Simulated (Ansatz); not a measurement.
**Zr under a change: isotropic strain +2.94 %**

Start from Zr (space group P6/mmm, No. 191; a = 4.9766 Å, c = 3.1076 Å; a cell from a computed database, its experimental status unchecked; relaxed with 0.1 eV smearing).

One thing is altered: an isotropic linear strain of +2.94 %; the atoms relax in the strained cell.

Method: PBEsol (Ansatz, an electronic-structure program, PAW, without spin-orbit coupling). Γ-centred 14×14×19 mesh, Fermi–Dirac width 0.1 eV.

The volume per atom grows by 2.018 Å³, from 22.22 Å³ to 24.23 Å³ and the shortest interatomic distance increases by 0.0845 Å, from 2.873 Å to 2.958 Å. The energy increases by 51 meV/atom and the pressure (mean of the normal stresses, compression positive) goes from zero to -7.6 GPa. The band gap stays zero.

Whether these cells are dynamically stable was not tested. The base started in Ibam and relaxed to P6/mmm at this level. The final runs are not spin-polarised. This is not the structure that Zr has at room temperature and ambient pressure.
